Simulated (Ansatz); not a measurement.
**CdTe in the zinc blende structure (space group F-43m, No. 216)**

```
CdTe
1.0
    0.00000     3.30902     3.30902
    3.30902     0.00000     3.30902
    3.30902     3.30902     0.00000
Te Cd
1 1
Cartesian
  4.96354   4.96354   4.96354
  0.00000   0.00000   0.00000
```

Level of theory: PBE in Ansatz (plane waves to 420 eV, PAW, without spin-orbit coupling). Γ-centred 9×9×9 mesh, Fermi–Dirac width 0.05 eV.

| Property | Result |
|---|---|
| Volume per atom | 36.23 Å³ |
| Density | 5.50 g/cm³ |
| Band gap | 0.59 eV, direct at Γ |
| Electron mass | 0.053 mₑ |
| Hole mass (degenerate bands, along [100]) | 0.054, 0.57, 0.57 mₑ |
| Lowest conduction-band minima above the VBM | Γ 0.59 eV; L along ⟨111⟩ 1.76 eV |
| Total energy | -7617.670 eV/atom (σ→0; compares only within this code and set-up) |

Spin-orbit coupling, missing from the scalar runs, can matter with Te. Effective masses come from finite differences of ±0.01 Å⁻¹. No phonon test of stability was made.

Ansatz is a quantum-chemistry and plane-wave program.
